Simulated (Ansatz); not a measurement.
Ti₂AlC, treated with PBE0 (Ansatz, a quantum-chemistry and plane-wave program, PAW).

Numerical settings: plane-wave cutoff 520 eV, 12×12×2 k mesh (along the axes of the cell as run), Fermi–Dirac smearing 0.03 eV, no spin polarisation, scalar-relativistic PAW data made under PBE.

Starting structure:

```
CELL_PARAMETERS angstrom
      3.05745     0.00000     0.00000
     -1.52872     2.64783     0.00000
      0.00000     0.00000    13.68598
ATOMIC_POSITIONS crystal
  Ti 0.33333 0.66667 0.08401
  Ti 0.66667 0.33333 0.91599
  Ti 0.66667 0.33333 0.58401
  Ti 0.33333 0.66667 0.41599
  Al 0.33333 0.66667 0.75000
  Al 0.66667 0.33333 0.25000
  C  0.00000 0.00000 0.00000
  C  0.00000 0.00000 0.50000
```

### Question
Into what structure does the relaxation of cell and atoms lead at this level, with the symmetry of the start kept?

### Answer
The volume shrinks by 1.3 %; final space group P6_3/mmc.
```
CELL_PARAMETERS angstrom
      3.04104     0.00000     0.00000
     -1.52052     2.63362     0.00000
      0.00000     0.00000    13.65742
ATOMIC_POSITIONS crystal
  Ti 0.33333 0.66667 0.08301
  Ti 0.66667 0.33333 0.91699
  Ti 0.66667 0.33333 0.58301
  Ti 0.33333 0.66667 0.41699
  Al 0.33333 0.66667 0.75000
  Al 0.66667 0.33333 0.25000
  C  0.00000 0.00000 0.00000
  C  0.00000 0.00000 0.50000
```

Note: the relaxation could not lower the start's symmetry, so the cell can be a saddle point above a distorted one.
